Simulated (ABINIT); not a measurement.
A self-consistent single point of NiSi2 (Fm-3m, 3 atoms in the cell) with ABINIT.

Level of theory: PBE, norm-conserving pseudopotentials (PseudoDojo nc-sr-05 PBE standard) (plane waves; ABINIT 10.0.3).

```
CELL_PARAMETERS angstrom
      0.00000     2.66902     2.66902
      2.66902     0.00000     2.66902
      2.66902     2.66902     0.00000
ATOMIC_POSITIONS crystal
  Si 0.25000 0.25000 0.25000
  Si 0.75000 0.75000 0.75000
  Ni 0.00000 0.00000 0.00000
```

Reference input (self-consistent single point, DFT, PBE, plane waves, norm-conserving pseudopotentials (PseudoDojo nc-sr-05 PBE standard)): pseudos = [Si.upf, Ni.upf]; ecut = 1333 eV; occopt = 7; tsmear = 0.00499791 Ha; ngkpt = 9 9 9; nshiftk = 1; shiftk = 0 0 0; potentials = PseudoDojo nc-sr-05 PBE standard; nband = 18; kptopt = 1; nstep = 60; toldfe = 1e-09 Ha. This run's input differs from it in these lines:

```diff
@@ -21,3 +21,3 @@
 kptopt 1
-ngkpt 9 9 9
+ngkpt 6 6 6
 nshiftk 1
```

Output (repeated stretches shortened):

```
--- !BeginCycle
solver: {iscf: 7, nstep: 60, nline: 4, wfoptalg: 0, }
tolerances: {toldfe: 1.00E-09, }
...

     iter   Etot(hartree)      deltaE(h)  residm     vres2
 ETOT  1  -175.28958587751    -1.753E+02 2.222E-01 1.294E+03
 ETOT  2  -174.19185629140     1.098E+00 1.189E-01 1.543E+04
 ETOT  3  -175.76025890573    -1.568E+00 9.633E-03 3.857E+03
 ETOT  4  -175.65977377181     1.005E-01 7.481E-04 4.713E+03
 ETOT  5  -175.64509711052     1.468E-02 2.257E-02 4.413E+03
   [... 5 lines left out ...]
 ETOT 11  -176.28915083623    -1.691E-07 9.121E-05 1.744E-03
 ETOT 12  -176.28915108953    -2.533E-07 6.499E-06 2.734E-06
 ETOT 13  -176.28915108985    -3.216E-10 2.092E-05 1.295E-06
 ETOT 14  -176.28915109005    -1.959E-10 2.720E-06 1.237E-07
 At SCF step   14, etot is converged :
  for the second time, diff in etot=  1.959E-10 < toldfe=  1.000E-09

 Cartesian components of stress tensor (hartree/bohr^3)
  sigma(1 1)= -3.67267955E-04  sigma(3 2)=  0.00000000E+00
  sigma(2 2)= -3.67267955E-04  sigma(3 1)=  0.00000000E+00
  sigma(3 3)= -3.67267955E-04  sigma(2 1)=  0.00000000E+00

 ----iterations are completed or convergence reached----

 reduced coordinates (array xred) for    3 atoms
       0.250000000000      0.250000000000      0.250000000000
       0.750000000000      0.750000000000      0.750000000000
       0.000000000000      0.000000000000      0.000000000000
 cartesian forces (eV/Angstrom) at end:
    1     -0.00000000000000     0.00000000000000    -0.00000000000000
    2      0.00000000000000    -0.00000000000000     0.00000000000000
   [... lines left out ...]
 Fermi (or HOMO) energy (hartree) =   0.37249   Average Vxc (hartree)=  -0.43465
   [... lines left out ...]
total_energy        : -1.76289151090046E+02
total_energy_eV     : -4.79707176066477E+03
band_energy         : -1.59315590048689E+01
...

-Cartesian components of stress tensor (GPa)         [Pressure=  1.0805E+01 GPa]
- sigma(1 1)= -1.08053945E+01  sigma(3 2)=  0.00000000E+00
- sigma(2 2)= -1.08053945E+01  sigma(3 1)=  0.00000000E+00
- sigma(3 3)= -1.08053945E+01  sigma(2 1)=  0.00000000E+00

 Calculation completed.
```

The run converged in 14 iterations. Against the reference run the free energy goes up by 1.6 meV/atom and the pressure goes from 10.35 to 10.81 GPa.

The starting cell has typed, rounded lattice constants, without a prior relaxation at this level. Its lattice was rescaled by a random factor within 2.5 % of one. Spin polarisation is off. With a pressure of about 11 GPa the cell is away from its equilibrium volume at this level.

Cost on one core of a shared machine: roughly 60 s.
